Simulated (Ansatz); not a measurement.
Reference: MgRh (Pm-3m), PBEsol, DFPT electron-phonon coupling, linearised Boltzmann equation (plane waves, PAW, scalar-relativistic; Ansatz, a quantum-chemistry and plane-wave program); geometry: relaxed with this functional, without spin-orbit coupling.

```
MgRh
1.0
    3.08234     0.00000     0.00000
    0.00000     3.08234     0.00000
    0.00000     0.00000     3.08234
Mg Rh
1 1
Direct
  0.00000   0.00000   0.00000
  0.50000   0.50000   0.50000
```

- resistivity at 300 K: 5.1 μΩ·cm
- mean free path at 300 K: 16.2 nm
- electron-phonon coupling λ: 0.182
- logarithmic mean phonon energy: 14.0 meV

Problem. Replace Rh by La on the same sites and relax. What happens?

Solution. MgLa (Pm-3m): volume per atom 14.6 to 29.9 Å³; resistivity at 300 K rises (5.1 μΩ·cm to 41 μΩ·cm); mean free path at 300 K falls (16.2 nm to 3.8 nm); electron-phonon coupling λ rises (0.182 to 0.51); logarithmic mean phonon energy falls (14.0 meV to 9.9 meV).

Problem. Replace Rh by Sc on the same sites and relax. What happens?

Solution. MgSc (Pm-3m): volume per atom 14.6 to 22.6 Å³; resistivity at 300 K rises (5.1 μΩ·cm to 27 μΩ·cm); mean free path at 300 K falls (16.2 nm to 4.2 nm); electron-phonon coupling λ rises (0.182 to 0.34); logarithmic mean phonon energy stays about the same (14.0 meV to 15.9 meV).

Problem. Swap Rh for Tl, keeping the structure type. How do these values move?

Solution. MgTl (Pm-3m): volume per atom 14.6 to 23.6 Å³; resistivity at 300 K rises (5.1 μΩ·cm to 9.3 μΩ·cm); mean free path at 300 K falls (16.2 nm to 10.2 nm); electron-phonon coupling λ rises (0.182 to 0.70); logarithmic mean phonon energy falls (14.0 meV to 6.1 meV).

Moves up to 17 % count as about the same. Metals; harmonic phonons alone scatter; means over directions. The mean free path is weighted by the current that each state carries. Halving the electron mesh moves these values by up to 12 %; q meshes are mostly untested. Some of the runs warned that the eigensolver left states short of its tolerance. Spin-orbit coupling is left out.

Formula and space group known from diffraction (Crystallography Open Database), not checked to be the room-temperature form: MgLa (Pm-3m), MgRh (Pm-3m), MgTl (Pm-3m). Computed structure with no diffraction record at hand here (it may be known, metastable or hypothetical): MgSc (Pm-3m). The missing spin-orbit coupling matters most for MgTl (Pm-3m).
